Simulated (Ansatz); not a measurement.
Consider the following.

```xyz
2
Lattice="3.7247 0.0000 0.0000 0.0000 3.7247 0.0000 0.0000 0.0000 3.7247" Properties=species:S:1:pos:R:3 pbc="T T T"
Cs     0.0000     0.0000     0.0000
H      1.8623     1.8623     1.8623
```

Calculation: PBEsol, rigid bands (plane waves, PAW, scalar-relativistic; Ansatz, a quantum-chemistry and plane-wave program). Geometry: cell and atoms relaxed with PBEsol.

Problem. What conductivity effective mass do dilute holes have at 300 K?

Solution. 0.45 mₑ.

Problem. Predict the electron conductivity mass (n e² τ/σ) at 300 K, by direction if it differs.

Solution. 0.55 mₑ.

Problem. And the band gap?

Solution. 2.54 eV at this level; semilocal functionals usually fall short of the measured gap.

Rigid bands, one relaxation time for all states, no polarons. Spin-orbit coupling is left out; where it splits the top of the valence band it changes the hole mass and lowers the gap by about a third of the splitting.

Computed structure, not matched to a measured one here, so possibly hypothetical: CsH (Pm-3m).
